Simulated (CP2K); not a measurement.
# CP2K run on NaF (Fm-3m, 2 atoms in the cell): self-consistent single point

Method of the run: PBE, GPW, DZVP-MOLOPT-SR-GTH basis, GTH-PBE potentials (GTH_POTENTIALS) (CP2K).

Input:

```
&GLOBAL
  PROJECT calc
  RUN_TYPE ENERGY_FORCE
  PRINT_LEVEL LOW
&END GLOBAL
&FORCE_EVAL
  METHOD Quickstep
  STRESS_TENSOR ANALYTICAL
  &DFT
    BASIS_SET_FILE_NAME BASIS_MOLOPT
    POTENTIAL_FILE_NAME GTH_POTENTIALS
    &QS
      METHOD GPW
      EPS_DEFAULT 1E-11
    &END QS
    &MGRID
      CUTOFF 950
      REL_CUTOFF 50
      NGRIDS 5
    &END MGRID
    &SCF
      SCF_GUESS ATOMIC
      EPS_SCF 1E-7
      MAX_SCF 100
      ADDED_MOS 4
      &DIAGONALIZATION
        ALGORITHM STANDARD
      &END DIAGONALIZATION
      &MIXING
        METHOD BROYDEN_MIXING
        ALPHA 0.2
        NBUFFER 12
      &END MIXING
      &SMEAR ON
        METHOD FERMI_DIRAC
        ELECTRONIC_TEMPERATURE [K] 116.05
      &END SMEAR
    &END SCF
    &KPOINTS
      SCHEME MONKHORST-PACK 4 4 4
      GAMMA_CENTERED T
    &END KPOINTS
    &XC
      &XC_FUNCTIONAL PBE
      &END XC_FUNCTIONAL
    &END XC
    &PRINT
      &MO
        EIGENVALUES T
        OCCUPATION_NUMBERS T
        NDIGITS 8
        FILENAME mo
        &EACH
          QS_SCF 0
        &END EACH
        ADD_LAST NUMERIC
      &END MO
      &MULLIKEN OFF
      &END MULLIKEN
    &END PRINT
  &END DFT
  &SUBSYS
    &CELL
      ABC 3.28372600 3.28372588 3.28372594
      ALPHA_BETA_GAMMA 59.99999984 59.99999944 59.99999882
      PERIODIC XYZ
    &END CELL
    &COORD
      Na       0.00000000     0.00000000     0.00000000
      F        3.28372600     1.89586000     1.34057550
    &END COORD
    &KIND Na
      BASIS_SET DZVP-MOLOPT-SR-GTH-q9
      POTENTIAL GTH-PBE-q9
    &END KIND
    &KIND F
      BASIS_SET DZVP-MOLOPT-SR-GTH-q7
      POTENTIAL GTH-PBE-q7
    &END KIND
  &END SUBSYS
  &PRINT
    &FORCES ON
    &END FORCES
    &STRESS_TENSOR ON
    &END STRESS_TENSOR
  &END PRINT
&END FORCE_EVAL
```

Log, with long lists cut:

```
 GLOBAL| Method name                                                        CP2K
 GLOBAL| Project name                                                       calc
 GLOBAL| Run type                                                   ENERGY_FORCE

 TOTAL NUMBERS AND MAXIMUM NUMBERS

  Total number of            - Atomic kinds:                                   2
                             - Atoms:                                          2
                             - Shell sets:                                     2
                             - Shells:                                        10
                             - Primitive Cartesian functions:                 12
                             - Cartesian basis functions:                     23
                             - Spherical basis functions:                     22

  Maximum angular momentum of- Orbital basis functions:                        2
                             - Local part of the GTH pseudopotential:          2
                             - Non-local part of the GTH pseudopotential:      1

 SCF PARAMETERS         Density guess:                                    ATOMIC
                        max_scf:                                             100
                        max_diis:                                              4
                        eps_scf:                                        1.00E-07
                        eps_diis:                                       1.00E-01
                        eps_eigval:                                     1.00E-05
                        level_shift [a.u.]:                             0.000000
                        added MOs                                         4    0
                        Mixing method:                            BROYDEN_MIXING
                                                charge density mixing in g-space
                        Smear method:                                FERMI_DIRAC
                        Electronic temperature [K]:                        116.0
                        Electronic temperature [a.u.]:                  3.68E-04
                        Accuracy threshold:                             1.00E-10
                        No outer SCF

 Extrapolation method: initial_guess

 Number of electrons:                                                         16
 Number of occupied orbitals:                                                  8
 Number of molecular orbitals:                                                12

 Number of orbital functions:                                                 22
 Number of independent orbital functions:                                     22

 SCF WAVEFUNCTION OPTIMIZATION

  Step     Update method      Time    Convergence         Total energy    Change
     1 NoMix/Diag. 0.20E+00      -     1.97484826       -72.1910843621 -7.22E+01
     2 Broy./Diag. 0.20E+00      -     0.05374778       -70.1786843674  2.01E+00
     3 Broy./Diag. 0.20E+00      -     0.05952940       -71.4083827303 -1.23E+00
     4 Broy./Diag. 0.20E+00      -     0.01777273       -72.1442888017 -7.36E-01
     5 Broy./Diag. 0.20E+00      -     0.01197542       -72.0589151281  8.54E-02
     6 Broy./Diag. 0.20E+00      -     0.00265274       -72.2038248591 -1.45E-01
     7 Broy./Diag. 0.20E+00      -     0.00228757       -72.1776470396  2.62E-02
     8 Broy./Diag. 0.20E+00      -     0.00009853       -72.1837997477 -6.15E-03
     9 Broy./Diag. 0.20E+00      -     0.00025568       -72.1835622200  2.38E-04
    10 Broy./Diag. 0.20E+00      -     0.00000846       -72.1835868386 -2.46E-05
    11 Broy./Diag. 0.20E+00      -     0.00000691       -72.1835264630  6.04E-05
    12 Broy./Diag. 0.20E+00      -     0.00000114       -72.1835338381 -7.38E-06
    13 Broy./Diag. 0.20E+00      -     0.00000002       -72.1835312859  2.55E-06

  *** SCF run converged in    13 steps ***

  Electronic density on regular grids:        -15.9999999986        0.0000000014
  Core density on regular grids:               16.0000000000       -0.0000000000
  Total charge density on r-space grids:        0.0000000014
  Total charge density g-space grids:           0.0000000014

  Overlap energy of the core charge distribution:               0.00000000000000
  Self energy of the core charge distribution:               -191.25508902060804
  Core Hamiltonian energy:                                     52.65191371006771
  Hartree energy:                                              78.38879450188190
  Exchange-correlation energy:                                -11.96915047723008
  Electronic entropic energy:                                  -0.00000000000000
  Fermi energy:                                                 0.10426747147654

  Total energy:                                               -72.18353128588851
  Total energy (extrapolated to T->0):                        -72.18353128588851

 ENERGY| Total FORCE_EVAL ( QS ) energy [hartree]            -72.183531416320903

 FORCES| Atomic forces [hartree/bohr]
 FORCES|   Atom     x               y               z               |f|
 FORCES|      1  8.73225802E-11  1.05172151E-10  9.35815975E-11   1.65662095E-10
 FORCES|      2 -1.80119400E-10 -2.17188404E-10 -1.93339264E-10   3.42043671E-10
 FORCES| Sum    -9.27968201E-11 -1.12016254E-10 -9.97576670E-11
 FORCES| Total atomic force                                       1.76381640E-10

 STRESS| Analytical stress tensor [bar]
 STRESS|                        x                   y                   z
 STRESS|      x        1.68489690814E+04   2.28371705706E+02   1.61483337850E+02
 STRESS|      y        2.28371705706E+02   1.65858194735E+04   9.33150543924E+01
 STRESS|      z        1.61483337850E+02   9.33150543924E+01   1.65199141857E+04
 STRESS| 1/3 Trace                                             1.66515675802E+04
```

The run converged in 13 iterations.

The starting cell has typed, rounded lattice constants, without a prior relaxation at this level. Its lattice was rescaled by up to half a per cent. Values carry the incompleteness of an atom-centred basis.
